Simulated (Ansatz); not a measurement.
An Ansatz (a first-principles code) run: Ir with a change (tensor shear ε_xz = +0.53 %); PBEsol, PAW, 420 eV (Ansatz; no spin-orbit coupling).

Input:

Ansatz 0.2 input:
```yaml
crystal:
  lattice:
    - [0.0101524066, 1.9155484155, 1.9155484155]
    - [1.9257008221, 0, 1.9257008221]
    - [1.9155484155, 1.9155484155, 0.0101524066]
  atoms:
    - { symbol: Ir, position: [0, 0, 0] }
basis: { ecutwfc: 420, ecutrho_ratio: 4, xc_grid: 2, fft_grid_basis: typed }
kpoints: { mp_grid: { grid: [29, 29, 29] } }
hamiltonian:
  xc: pbesol
  dispersion: none
  pseudopotentials: { kind: paw }
scf: { occupations: { method: fermi_dirac, width: 0.1 }, convergence: { dr2_threshold: 0.0000000001 } }
relax: { f_tol: 0.005, max_steps: 50 }
output: { forces: true, stress: true }
checkpoint: { write: state.ck, write_every: 1000 }
```

Output:

```
Relaxation: its limit of steps is 50 (relax.max_steps)
Pseudopotentials: kind: paw
Pseudopotential: Ir, paw, valence charge 17
Functional definition: PBEsol
Crystal: 1 atoms, lattice volume = 14.057 Å³
Basis set: ecut = 420 eV, 283 PW (Γ), exchange–correlation on 40×40×40 points (8 copies of the dense FFT grid, shifted against one another)
Bands: 13, of which v1, the nominal top of the filled ones, is band 9 counted from 1 (8 counted from 0)
Symmetry: 8 space group operations
Space group: Immm (ITA 71), of the structure as read, at distance tolerance 2.4e-5 Å
k-points: 3375 of 24389
PAW frozen core: Ir, regenerated for the run's functional, and the local potential with it
Initial density: superposition of atomic densities (neutral atoms: chi_scale 0, normalization atom), corrected by the library's trained network
Initial wavefunctions: pseudopotential atomic-orbital guess
Eigensolver: davidson
Functional: x = pbesol(κ = 0.804, μ = 0.12345679012345678), c = pbesol(β = 0.046)
SCF iter   1: F=—  HF=-11799.048575 eV  |F-HF|=—  |Δ(HF+E_count)|=         —  Δρ=5.61e-3  dr2=1.82e-3  ethr=1.77e-3  ⟨swp⟩=5.0  Hψ=221506  notcnv=0
all-band conjugate gradients solve this SCF's bands
preconditioner: auto → none
SCF iter   2: F=—  HF=-11799.048187 eV  |F-HF|=—  |Δ(HF+E_count)|=   3.87e-4  Δρ=2.35e-3  dr2=1.17e-4  ethr=1.07e-5  ⟨swp⟩=2.4  Hψ=90400  notcnv=0
SCF iter   3: F=—  HF=-11799.048308 eV  |F-HF|=—  |Δ(HF+E_count)|=   1.20e-4  Δρ=1.02e-3  dr2=2.12e-5  ethr=6.89e-7  ⟨swp⟩=1.0  Hψ=44555  notcnv=0
SCF iter   4: F=—  HF=-11799.048338 eV  |F-HF|=—  |Δ(HF+E_count)|=   2.98e-5  Δρ=4.42e-5  dr2=9.11e-8  ethr=1.25e-7  ⟨swp⟩=2.0  Hψ=58477  notcnv=0
SCF iter   5: F=—  HF=-11799.048336 eV  |F-HF|=—  |Δ(HF+E_count)|=   1.44e-6  Δρ=6.94e-6  dr2=5.85e-9  ethr=5.36e-10  ⟨swp⟩=2.4  Hψ=65432  notcnv=0
SCF iter   6: F=—  HF=-11799.048336 eV  |F-HF|=—  |Δ(HF+E_count)|=   2.05e-9  Δρ=1.16e-6  dr2=1.54e-10  ethr=3.44e-11  ⟨swp⟩=2.3  Hψ=59470  notcnv=0
SCF iter   7: F=-11799.048336 eV  HF=-11799.048336 eV  |F-HF|=0.00e0  |Δ(HF+E_count)|=  5.09e-11  Δρ=1.66e-7  dr2=1.61e-12  ethr=1.00e-12  ⟨swp⟩=4.0  Hψ=130761  notcnv=0
SCF 1 converged in 7 iterations: F = -11799.048336 eV  dr2 = 1.61e-12
relax step   1: F+E_penalty+E_count = -11799.04833622 eV  Δ(F+E_penalty+E_count) = +0.000e0 eV  max|allowed force component| = 0.000e0 eV/Å  Δτ_max = 0.0000 Å  (7 SCF iters, accepted)
SCF converged after 7 iterations
Free energy (F): -11799.048336 eV
Harris-Foulkes:  -11799.048336 eV  (|F-HF|=0.00e0)
Internal energy: -11799.019071 eV  (E = F + TS)
E sigma→0 (E₀):  -11799.033704 eV
Entropy (-TS):   -0.029265 eV (-29.265 meV/atom)
Fermi energy:    25.844145 eV
--- Per-component energies (eV) ---
  E_band       = -82.424506
  E_kinetic    = 623.486542
  E_local      = -1058.820862  (includes V_loc(G=0)·N_el)
  E_nonlocal   = 75.813648
  E_hartree    = 405.761963
  E_xc         = -266.671859
  E_vxc        = -299.924377  (∫ρ·V_xc dr)
  E_paw        = -9088.725029  (= ΣΔE_a)
  E_vpaw       = -234.503457  (= ΣTr[D̂ρ^β])
  E_aug_tail   = 0.000051  (compensation charges beyond the density's cutoff)
  E_ewald      = -2490.128809
  E_core_change = 0.265285  (= ΣΔE_core)
  E_smearing   = -0.029265  (= −TS)
  E_closure    = 0.000000  (closes the sum)
  Σ components = -11799.048336   (vs F -11799.048336, Δ=0.00e0)
  [band-id]    e_kinetic+e_local+e_nonlocal+2·e_hartree+e_vxc+e_vpaw+e_augmentation_tail = -82.424530   (vs E_band -82.424506, Δ=-2.44e-5)
--- Forces (eV/Å), atoms counted from 1 ---
  atom   1  Ir    -0.00000000     0.00000000     0.00000000
  max |Σ_I F_I| component: 3.08e-33 eV/Å
--- Stress (GPa, compression-positive) ---
        0.087748      -0.000000      -3.010453
       -0.000000      -0.002334      -0.000000
       -3.010453      -0.000000       0.087748
  P = ⅓ Tr σ = 0.0577 GPa (0.577 kbar)
  The stress holds the Pulay correction. Without it, at fixed plane waves, as pw.x and ABINIT print it: P = -0.0113 GPa
  The stress includes an estimate of the error left by incomplete SCF convergence (largest component 0.0001 GPa).
--- Band table ---
  band table: none
--- Relaxed structure (1 steps of the walk, 1 accepted, 0 SCFs on fresh bases) ---
  F+E_penalty+E_count = -11799.04833622 eV   max|allowed force component| = 0.000e0 eV/Å
  atoms:
    - { symbol: Ir, position: [0.0, 0.0, 0.0] }
```

The cells carry an imposed strain or load. Stability against distortions was not tested. The final runs are not spin-polarised. The cell was made from Ir in the fcc (Cu type) structure (space group Fm-3m, No. 225) by this change: tensor shear ε_xz = +0.53 %.
